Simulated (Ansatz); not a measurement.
## HgS under a change: biaxial strain +0.50 %, plane normal [001], relaxed out of plane

The reference is HgS in the zinc blende structure (space group F-43m, No. 216; a = 5.876 Å). Axes: x, y, z lie along the cube axes.

The change: biaxial strain +0.50 %, plane normal [001], relaxed out of plane (Cartesian); in-plane vectors clamped, the third vector and the atoms free.

Level of theory: DFT with PBEsol, PAW potentials and a 420 eV plane-wave cutoff in Ansatz (a first-principles code), without spin-orbit coupling. k-mesh 10×10×10 (Γ-centred); smearing 0.05 eV (Fermi–Dirac).

```csv
quantity,base,changed,shift
volume per atom,25.36 Å³,25.41 Å³,+0.056 Å³
shortest interatomic distance,4.808 bohr,4.812 bohr,+0.004 bohr
energy relative to the base (free energy F),0 meV/atom,+0.2 meV/atom,+0.2 meV/atom
"pressure (mean of the normal stresses, compression positive)",0.0 GPa,-0.1 GPa,-0.1 GPa
band gap,zero,zero,–
out-of-plane strain (rough),–,-0.77 %,–
mean in-plane stress (compression positive) (rough),–,-0.2 GPa,–
```

Final structure (turned so that z lies along the plane normal):

```xyz
2
Lattice="4.1756 0.0000 0.0000 0.0000 4.1756 0.0000 2.0878 -2.0878 2.9152" Properties=species:S:1:pos:R:3 pbc="T T T"
Hg     0.0000     0.0000     0.0000
S      4.1756     2.0878     1.4576
```

Cost of the whole job for the changed cell (relaxation, final SCF and bands): very roughly 30 core-seconds.

Without a gap, meshes like the base's 10×10×10 leave anisotropic stresses uncertain by several tenths of a GPa, and small strain energies with them. With Hg present, leaving out spin-orbit coupling can change the band edges. Whether these cells are dynamically stable was not tested. The final runs are not spin-polarised. Gaps under 0.05 eV, about the width of the smearing, are given as zero. The zero or small gap of HgS can change with the level of theory.
